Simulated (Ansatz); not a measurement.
The reference is ZnS in the zinc blende structure (space group F-43m, No. 216; a = 5.389 Å). Axes: x, y, z lie along the cube axes.

Level of theory: plane-wave PAW DFT at the r2SCAN level (Ansatz, a quantum-chemistry and plane-wave program, 500 eV), no SOC.

The change: a free-standing slab of 3 layers (6 atoms, 2 a layer) is cut normal to [110], with 15 Å of vacuum and the in-plane cell held at bulk.

**Question.** What happens to the gap character?

**Answer.** The gap character is indirect, Γ → X.

**Question.** What does the calculation give for the change of the spacing d12 from its bulk value of 1.905 Å after the change?

**Answer.** The change of the spacing d12 from its bulk value of 1.905 Å is -6.7 %.

No phonon test of stability was made. k-point labels follow each cell's own Brillouin zone.
